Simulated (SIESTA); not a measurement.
# SIESTA run on BaIn4 (I4/mmm, 5 atoms in the cell): self-consistent single point

Computed with SIESTA 5.4.2 with GGA PBEsol, numerical atomic orbitals DZP, PseudoDojo PBEsol standard norm-conserving potentials (rewritten from UPF to PSML).

This input was run:

```
# files in the folder: Ba.psml In.psml (PseudoDojo PBEsol standard)
SystemName  BaIn4
SystemLabel BaIn4

NumberOfAtoms                5
NumberOfSpecies              2
%block ChemicalSpeciesLabel
  1 56 Ba
  2 49 In
%endblock ChemicalSpeciesLabel
LatticeConstant              1.0 Ang
%block LatticeVectors
    -2.573184000    2.573184000    6.173825000
     2.573184000   -2.573184000    6.173825000
     2.573184000    2.573184000   -6.173825000
%endblock LatticeVectors
AtomicCoordinatesFormat      ScaledCartesian
%block AtomicCoordinatesAndAtomicSpecies
     0.000000000    0.000000000    0.000000000  1
    -0.000000000    2.573184000    3.086912500  2
     2.573184000    0.000000000    3.086912500  2
    -0.000000000    0.000000000    7.628254693  2
    -0.000000000    0.000000000    4.719395307  2
%endblock AtomicCoordinatesAndAtomicSpecies

XC.functional                GGA
XC.authors                   PBEsol
PAO.BasisSize                DZP
PAO.EnergyShift              0.01 Ry
MeshCutoff                   300 Ry
%block kgrid.MonkhorstPack
    5   0   0  0.0
    0   5   0  0.0
    0   0   5  0.0
%endblock kgrid.MonkhorstPack
OccupationFunction           MP
OccupationMPOrder            0
ElectronicTemperature        3156.43 K

MaxSCFIterations             150
SCF.Mixer.Method             Broyden
SCF.Mixer.Weight             0.25
SCF.Mixer.History            8
SCF.DM.Tolerance             1.0E-05
Diag.ParallelOverK           true
WriteForces                  true
```

Log, with long lists cut:

```
reinit: Reading from file input.fdf

reinit: System Name: BaIn4
reinit: System Label: BaIn4

coor:   Atomic-coordinates input format  =     Cartesian coordinates
coor:                                          (in units of alat)

siesta: Atomic coordinates (Bohr) and species
siesta:      0.00000   0.00000   0.00000  1        1
siesta:     -0.00000   4.86261   5.83342  2        2
siesta:      4.86261   0.00000   5.83342  2        3
siesta:     -0.00000   0.00000  14.41531  2        4
siesta:     -0.00000   0.00000   8.91836  2        5

siesta: System type = bulk

initatomlists: Number of atoms, orbitals, and projectors:      5    81    90

siesta: ******************** Simulation parameters ****************************
redata: Spin configuration                          = none
redata: Time-Reversal Symmetry                      = T
redata: Number of Atomic Species                    =        2
redata: Mesh Cutoff                                 =   300.0000 Ry
redata: Net charge of the system                    =     0.0000 |e|
redata: Min. number of SCF Iter                     =        0
redata: Max. number of SCF Iter                     =      150
redata: SCF convergence failure will abort job
redata: SCF mix quantity                            = Hamiltonian
redata: Mix DM or H after convergence               =   F
redata: Recompute H after scf cycle                 =   F
redata: Mix DM in first SCF step                    =   T
redata: No kicks to SCF
redata: DM Mixing Weight for Kicks                  =     0.5000
redata: Require Harris convergence for SCF          =   F
redata: Harris energy tolerance for SCF             =     0.000100 eV
redata: Require DM convergence for SCF              =   T
redata: DM tolerance for SCF                        =     0.000010
redata: Require EDM convergence for SCF             =   F
redata: EDM tolerance for SCF                       =     0.001000 eV
redata: Require H convergence for SCF               =   T
redata: Hamiltonian tolerance for SCF               =     0.001000 eV
redata: Require (free) Energy convergence for SCF   =   F
redata: (free) Energy tolerance for SCF             =     0.000100 eV
redata: Using DFT-D3 dispersion                     =   F
redata: Using Saved Data (generic)                  =   F
redata: Method of Calculation                       = Diagonalization
redata: Electronic Temperature                      =  3156.4300 K
redata: Number of TDED substeps                     =        3
redata: Dynamics option                             = Single-point calculation
redata: Save all siesta data in one NC              =   F
redata: ***********************************************************************

%block SCF.Mixers
  Broyden
%endblock SCF.Mixers

%block SCF.Mixer.Broyden
  # Mixing method
  method broyden

  # Mixing options
  weight 0.2500
  weight.linear 0.2500
  weight.prime 0.2500
  history 8
%endblock SCF.Mixer.Broyden

DM_history_depth set to one: no extrapolation allowed by default for geometry relaxation
Size of DM history Fstack: 1
Total number of electrons:    62.000000
Total ionic charge:    62.000000

* ProcessorY, Blocksize:    1  64

* Orbital distribution balance (max,min):    81    81

 Kpoints in:           75 . Kpoints trimmed:           63

siesta: k-grid: Number of k-points = 63
siesta: k-points from Monkhorst-Pack grid
siesta: k-cutoff (effective) =    12.866 Ang
siesta: k-point supercell and displacements
siesta: k-grid:     5     0     0      0.000
siesta: k-grid:     0     5     0      0.000
siesta: k-grid:     0     0     5      0.000

diag: Algorithm                                     = D&C
diag: Parallel over k                               =   F
diag: Use parallel 2D distribution                  =   F
diag: Parallel block-size                           = 64
diag: Parallel distribution                         =     1 x     1
diag: Used triangular part                          = Lower
diag: Absolute tolerance                            =  0.100E-15
diag: Orthogonalization factor                      =  0.100E-05
diag: Memory factor                                 =  1.0000

superc: Internal auxiliary supercell:     5 x     5 x     5  =     125
superc: Number of atoms, orbitals, and projectors:    625  10125  11250

                        Single-point calculation

superc: Internal auxiliary supercell:     5 x     5 x     5  =     125
superc: Number of atoms, orbitals, and projectors:    625  10125  11250

outcell: Unit cell vectors (Ang):
       -2.573184    2.573184    6.173825
        2.573184   -2.573184    6.173825
        2.573184    2.573184   -6.173825

outcell: Cell vector modules (Ang)   :    7.166496    7.166496    7.166496
outcell: Cell angles (23,13,12) (deg):    137.9154    137.9154     61.0327
outcell: Cell volume (Ang**3)        :    163.5144
new_DM -- step:     1
Initializing Density Matrix...

Attempting to read DM from file... Failed...
DM filled with atomic data:

InitMesh: MESH = 64 x 64 x 54 = 221184
InitMesh: Mesh cutoff (required, used) =   300.000   317.868 Ry

stepf: Methfessel-Paxton step function
       Using Hermite-Gauss polynomials of order  0

        iscf     Eharris(eV)        E_KS(eV)     FreeEng(eV)     dDmax    Ef(eV) dHmax(eV)
   scf:    1    -7970.087604    -7973.965144    -7974.019176  1.579005 -3.385150  3.394914
   scf:    2    -7975.123684    -7974.572877    -7974.627770  0.101191 -3.442377  1.926597
   scf:    3    -7975.178357    -7974.914802    -7974.971215  0.119709 -3.493443  0.551426
   scf:    4    -7974.936256    -7974.927092    -7974.983879  0.028617 -3.486637  0.123710
   scf:    5    -7974.927790    -7974.927555    -7974.984434  0.009926 -3.477339  0.017592
   scf:    6    -7974.927534    -7974.927550    -7974.984452  0.001299 -3.478500  0.008722
   [... 4 lines left out ...]
   scf:   11    -7974.927549    -7974.927549    -7974.984459  0.000034 -3.478434  0.000263
   scf:   12    -7974.927549    -7974.927549    -7974.984459  0.000023 -3.478462  0.000187
   scf:   13    -7974.927549    -7974.927549    -7974.984459  0.000017 -3.478482  0.000134
   scf:   14    -7974.927549    -7974.927549    -7974.984459  0.000012 -3.478496  0.000097
   scf:   15    -7974.927549    -7974.927549    -7974.984459  0.000009 -3.478507  0.000070

SCF Convergence by DM+H criterion
max |DM_out - DM_in|         :     0.0000089990
max |H_out - H_in|      (eV) :     0.0000703710
SCF cycle converged after 15 iterations

Using DM_out to compute the final energy and forces

siesta: E_KS(eV) =            -7974.9275

siesta: E_KS - E_eggbox =     -7974.9275

siesta: Atomic forces (eV/Ang):
     1    0.000000   -0.000000    0.000000
     2    0.000307   -0.000307   -0.000000
     3   -0.000307    0.000307    0.000000
     4   -0.000137   -0.000137    0.023562
     5    0.000137    0.000137   -0.023562
   Tot    0.000000   -0.000000   -0.000000
   Max    0.023562
   Res    0.008605    sqrt( Sum f_i^2 / 3N )
   Max    0.023562    constrained

Stress tensor Voigt[x,y,z,yz,xz,xy] (kbar):       18.25       18.25       11.25        0.36        0.36       -0.03
(Free)E + p*V (eV/cell)    -7976.6088
Target enthalpy (eV/cell)    -7974.9845

siesta: Program's energy decomposition (eV):
siesta: Ebs     =      -997.513822
siesta: Eions   =     10060.363642
siesta: Ena     =      1125.452092
siesta: Ekin    =      4697.480034
siesta: Enl     =     -1478.443187
siesta: Eso     =         0.000000
siesta: Edftu   =         0.000000
siesta: DEna    =        71.455819
siesta: DUscf   =         1.829819
siesta: DUext   =         0.000000
siesta: Ex      =     -2174.747540
siesta: Ec      =      -157.590944
siesta: Exc     =     -2332.338483
siesta: Eharris =     -7974.927549
siesta: Etot    =     -7974.927549
siesta: FreeEng =     -7974.984459

siesta: Stress tensor (static) (eV/Ang**3):
siesta:     0.011391   -0.000020    0.000227
siesta:    -0.000020    0.011391    0.000227
siesta:     0.000227    0.000227    0.007021

siesta: Cell volume =        163.514395 Ang**3

siesta: Pressure (static):
siesta:                Solid            Molecule  Units
siesta:          -0.00010820         -0.00010968  Ry/Bohr**3
siesta:          -0.00993416         -0.01007066  eV/Ang**3
siesta:         -15.91628569        -16.13497594  kBar
```

The run converged in 15 iterations.

The starting cell comes from a database of computed structures (which also holds hypothetical and non-ambient phases and stackings), without a prior relaxation at this level. Its lattice was rescaled by a random factor within 2.5 % of one. Values carry the incompleteness of an atom-centred basis.

Cost on one core of a shared machine: roughly 40 s.
